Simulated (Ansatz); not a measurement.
Start from YN in the rock salt structure (space group Fm-3m, No. 225).

```xyz
2
Lattice="0.0000 2.4281 2.4281 2.4281 0.0000 2.4281 2.4281 2.4281 0.0000" Properties=species:S:1:pos:R:3 pbc="T T T"
N      0.0000     0.0000     0.0000
Y      2.4281     2.4281     2.4281
```

Cartesian axes are those of the cell as printed.

Computed with Kohn–Sham DFT with the PBEsol functional, run in Ansatz (a first-principles code) with PAW and 420 eV plane waves, no spin-orbit coupling.

Before the change:

The shortest interatomic distance comes out as 2.428 Å, the pressure comes out as 0.0 GPa and the band gap comes out as 0.08 eV.

One thing is altered: the symmetric strain tensor [-0.0054 -0.0112 0.0131; -0.0112 -0.0153 0.0025; 0.0131 0.0025 -0.0118]; the atoms relax in the strained cell.

Task: What does the calculation give for the shortest interatomic distance, energy relative to the base, pressure and band gap after the change?

Result: The shortest interatomic distance shrinks by 0.037 Å to 2.391 Å; the energy goes up by 16 meV/atom; the pressure (mean of the normal stresses, compression positive) goes from zero to 6.0 GPa; the band gap goes from 0.08 eV to zero.

A case with no gap was solved on a k-mesh chosen for an insulator, which is coarse for it. Whether these cells are dynamically stable was not tested. The final runs are not spin-polarised. A zero or small gap of YN can be the functional's error rather than a property of the material.
